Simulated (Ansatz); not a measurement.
A (4,1) carbon nanotube has 28 atoms in a period of 6.502 Å, a mean diameter of 3.77 Å, and lies 592 meV/atom over the flat sheet relaxed at the same level.

Level of theory: PBE (plane waves to 420 eV, PAW; Ansatz, a quantum-chemistry and plane-wave program). Mesh 1×1×12. No spin polarisation. Periodic along z alone, with about 11 Å of vacuum beside it. An idealised model, rolled from the flat sheet. Only distortions within the start's symmetry and period were free.

Q: Which bending rigidity of the sheet does this imply in the thin-plate picture?

A: A plate bent to radius R stores D/(2R²) an area. The area an atom is π × 3.77 × 6.502/28 = 2.75 Å², so the stored energy is 0.592/2.75 = 0.2153 eV/Å². With R = 1.885 Å, D = 2R² × 0.2153 = 1.5 eV. At this curvature the harmonic plate is a rough guide.
